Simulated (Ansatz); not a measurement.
Cd2SeS (P3m1, No. 156, 4 atoms in the cell; start mp-1226934), treated with HSE06 (Ansatz, an electronic-structure program, plane waves, PAW).

Run with plane-wave cutoff 460 eV, 9×9×4 k mesh (along the axes of the cell as run), Fermi–Dirac smearing 0.01 eV, scalar-relativistic PAW data made under PBE.

Cell (relaxed with PBEsol):

```cif
data_Cd2SSe
_chemical_formula_sum 'Cd2 Se1 S1'
_space_group_name_H-M_alt 'P 1'
_space_group_IT_number 1
_cell_length_a 4.20964
_cell_length_b 4.20964
_cell_length_c 6.87417
_cell_angle_alpha 90.000
_cell_angle_beta 90.000
_cell_angle_gamma 120.000
loop_
_space_group_symop_operation_xyz
  'x, y, z'
loop_
_atom_site_label
_atom_site_type_symbol
_atom_site_fract_x
_atom_site_fract_y
_atom_site_fract_z
_atom_site_occupancy
Cd1 Cd 0.00000 0.00000 0.48878 1
Cd2 Cd 0.33333 0.66667 0.01072 1
Se1 Se 0.33333 0.66667 0.62683 1
S1 S 0.00000 0.00000 0.12167 1
```

Problem. Predict the band gap.

Solution. 
- band gap: 1.75 eV (on the SCF k mesh)

Note: cell and atoms aren't relaxed at this level (pressure 1.8 GPa).

Spin–orbit coupling is not included.

Computed values are for the static lattice.

A start named mp-… is a Materials Project structure, which need not be a measured phase.
